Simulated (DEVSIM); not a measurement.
Structure: Schottky contact on n-type GaN, at 300 K.

```tsv
layer (left to right)	material	thickness (μm)	Nd (cm⁻³)	τn (s)	τp (s)
1	GaN	0.690	2.7e15	3.5e-10	3.5e-10
```

Left contact: Schottky, work function 5.02 eV, emission velocity 2.6e6 cm/s. Right contact: ohmic. Voltage is applied to the left contact. Recombination: SRH at mid-gap, Auger. Mobility is μmin + (μ − μmin)/(1 + (N/Nref)^α).

The device is made up for the run: typed textbook-type constants, with dimensions and the other settings drawn at random. Values at 300 K.

| parameter | GaN |
|---|---|
| gap (eV) | 3.43 |
| affinity (eV) | 4.1 |
| permittivity | 9.5 |
| Nc (cm⁻³) | 2.3e18 |
| Nv (cm⁻³) | 4.6e19 |
| μn (cm²/Vs) | 1200 |
| μp (cm²/Vs) | 100 |
| μn,min | 55 |
| μp,min | 3 |
| Nref,n | 2e17 |
| Nref,p | 3e17 |
| αn | 1 |
| αp | 2 |
| Cn (cm⁶/s) | 1e-30 |
| Cp (cm⁶/s) | 1e-30 |

Simulated with DEVSIM: 1D drift-diffusion, Boltzmann statistics, complete ionisation; no tunnelling, impact ionisation, image-force lowering or self-heating. Metal contacts follow the ideal Schottky-Mott rule: no Fermi-level pinning, no interface dipoles.

### Question
Tabulate band edges, carrier densities and field at zero bias.

### Answer
Energies count from the Fermi level of the right contact; mesh points crowd at the junctions.

| x (μm) | Ec (eV) | Ev (eV) | n (cm⁻³) | p (cm⁻³) | field (V/cm) |
|---|---|---|---|---|---|
| 0.000 | 0.920 | -2.510 | 810 | < 1e2 | -27000 |
| 0.006611 | 0.902 | -2.528 | 1600 | < 1e2 | -27000 |
| 0.01491 | 0.880 | -2.550 | 3800 | < 1e2 | -26000 |
| 0.02731 | 0.848 | -2.582 | 13000 | < 1e2 | -26000 |
| 0.04616 | 0.800 | -2.630 | 84000 | < 1e2 | -25000 |
| 0.06456 | 0.755 | -2.675 | 480000 | < 1e2 | -24000 |
| 0.08766 | 0.701 | -2.729 | 3800000 | < 1e2 | -23000 |
| 0.1279 | 0.614 | -2.816 | 1.1e8 | < 1e2 | -21000 |
| 0.1746 | 0.523 | -2.907 | 3.7e9 | < 1e2 | -18000 |
| 0.2259 | 0.437 | -2.994 | 1.1e11 | < 1e2 | -16000 |
| 0.2902 | 0.347 | -3.083 | 3.4e12 | < 1e2 | -12000 |
| 0.3849 | 0.253 | -3.177 | 1.3e14 | < 1e2 | -7500 |
| 0.4522 | 0.214 | -3.216 | 5.9e14 | < 1e2 | -4400 |
| 0.5059 | 0.195 | -3.235 | 1.2e15 | < 1e2 | -2600 |
| 0.5666 | 0.184 | -3.247 | 1.9e15 | < 1e2 | -1300 |
| 0.5970 | 0.180 | -3.250 | 2.2e15 | < 1e2 | -920 |
| 0.6212 | 0.178 | -3.252 | 2.3e15 | < 1e2 | -710 |
| 0.6404 | 0.177 | -3.253 | 2.4e15 | < 1e2 | -590 |
| 0.6602 | 0.176 | -3.254 | 2.6e15 | < 1e2 | -520 |
| 0.6732 | 0.175 | -3.255 | 2.6e15 | < 1e2 | -490 |
| 0.6818 | 0.175 | -3.255 | 2.7e15 | < 1e2 | -480 |
| 0.6900 | 0.174 | -3.256 | 2.7e15 | < 1e2 | -480 |
